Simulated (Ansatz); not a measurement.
Structures of equal composition on the (111) surface of fcc Al: a pseudomorphic layer of Ta in the host's stacking; a pseudomorphic layer of Ta in the other hollow. The slabs share one bottom face, and each structure is named by its start. These are constructed structures in small cells; real faces may alloy, dewet or reconstruct in larger ones, and not all known structures of the face are among them. Slabs of about 12 Å, Fermi-Dirac smearing of 0.1 eV. Bottom of the slabs: a bare face, its two planes held. Relaxed from the named starts with such symmetry as they have, on meshes of like density; energies extrapolated to zero smearing; spin only where a row says so; no spin-orbit coupling, no U. Brackets mark spin-polarised runs, whose order is one that fits the cell.

These are PBE (plane waves to 420 eV, PAW; Ansatz, an electronic-structure program) values and carry that method's errors.

**Question.** Rank these by energy per 1x1 cell (lowest first), as PBE gives it.

**Answer.** a pseudomorphic layer of Ta in the host's stacking (0.000 eV), a pseudomorphic layer of Ta in the other hollow (0.054 eV)
